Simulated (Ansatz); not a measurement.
Start from a 12-atom supercell of Nb in the bcc (W type) structure (space group Im-3m, No. 229; a = 3.3027 Å) at its relaxed geometry.

The values are results of r2SCAN/PAW in Ansatz (a first-principles code), no SOC, not measurements.

One neutral defect a cell, atoms relaxed at fixed cell.

One change was made to it. Results:

| quantity | base | after |
|---|---|---|
| largest displacement of a host atom from its site in the perfect cell | – | 0.07 Å |
| pressure | 0.3 GPa | 3.0 GPa |

**Question.** Which change produced these results?
A) Nb interstitial (started 1.74 Å from the nearest host atom), symmetric start
B) Nb vacancy
C) H interstitial (started 1.74 Å from the nearest host atom)

**Answer.** C, H interstitial (started 1.74 Å from the nearest host atom). For comparison, the pressure in the other runs: Nb interstitial (started 1.74 Å from the nearest host atom), symmetric start gives 22.5 GPa; Nb vacancy gives -5.4 GPa.

In so small a cell the defect repeats every few ångströms: this is an ordered compound, not a dilute defect. Defects with a symmetric start kept the site's symmetry and may sit on a saddle; the others started slightly shaken. The final runs are not spin-polarised. An odd electron count without spin: Nb12H.
